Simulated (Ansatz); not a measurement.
Results of r²SCAN+rVV10 in Ansatz (PAW) for LiBH4 (P6₃mc, No. 186, 12 atoms in the cell; start mp-644223).

Settings: plane-wave cutoff 500 eV, 12×12×6 k mesh (along the axes of the cell as run), Fermi–Dirac smearing 0.05 eV, scalar-relativistic PAW data made under PBE.

Cell (relaxed at this level):

```
LiBH4
1.0
    4.17203     0.00000     0.00000
   -2.08601     3.61308     0.00000
    0.00000     0.00000     7.09246
Li B H
2 2 8
Direct
  0.33333   0.66667   0.10330
  0.66667   0.33333   0.60330
  0.33333   0.66667   0.53754
  0.66667   0.33333   0.03754
  0.33333   0.66667   0.36677
  0.66667   0.33333   0.86677
  0.17508   0.35015   0.59579
  0.82492   0.17508   0.09579
  0.64985   0.82492   0.59579
  0.82492   0.64985   0.09579
  0.17508   0.82492   0.59579
  0.35015   0.17508   0.09579
```

Question: Estimate the band gap that the calculation returns.

Answer: 
- band gap = 7.24 eV (on the SCF k mesh)

Note: the relaxation could not lower the start's symmetry, so the cell can be a saddle point above a distorted one.

Static lattice: no zero-point or thermal effects.

A start named mp-… is a Materials Project structure, which need not be a measured phase.

Ansatz is a program for electronic structure.
